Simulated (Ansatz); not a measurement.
**Point defect Ge_Si+V_O in alpha quartz**

Method: PBE, PAW (plane waves to 420 eV; Ansatz, a first-principles code). The supercell holds 243 host sites (3×3×3 repeats of a cell of 9 atoms), with a Γ-point k-point sampling for the final energies. Sites at the start: the Si site; O 1.63 Å away. Charged cells carry a point-charge image correction with potential alignment at far atoms. Dielectric constants: PBE linear response of the host. Host gap at this level: 5.68 eV. These values are not converged in cell size to better than tenths of an eV. PBE underestimates the host's gap, which shifts levels and can delocalise carriers. Spin–orbit coupling is left out. Each state is the lowest found from its start.

The name describes the start; the neighbours show where the atoms ended.

Charges with a result: +1, 0. Others weren't obtained, and one of them could lie lower, also by skipping a charge.

```
charge         moment (μB)  point group  largest move off a lattice site (Å)  neighbours of the last Ge atom of the defect at the end (Å)  image correction with alignment (eV)
------  ------------------  -----------  -----------------------------------  -----------------------------------------------------------  ------------------------------------
+1†                    1.0            –                                 0.32   O 1.75, O 1.75, O 1.76, Si 3.12, Si 3.19, Si 3.20, Si 3.24                                  0.28
0       not spin-polarised           C1                                 0.43                              O 1.79, O 1.79, O 1.79, Si 2.50                                  0.00
```

† Not settled in this cell, so no level is given: charge +1: level within 0.1 eV of a band edge or past it.

Point groups are those of the whole cell at tolerances of 0.03 and 0.1 Å ("near" where only the looser one holds); none is given for unsettled states.

Flagged in the runs: a host whose relaxation on this sampling wasn't shown to rest, a strain field that reaches the edge of the cell, zone-centre sampling.

All states together cost roughly 110 core-minutes.
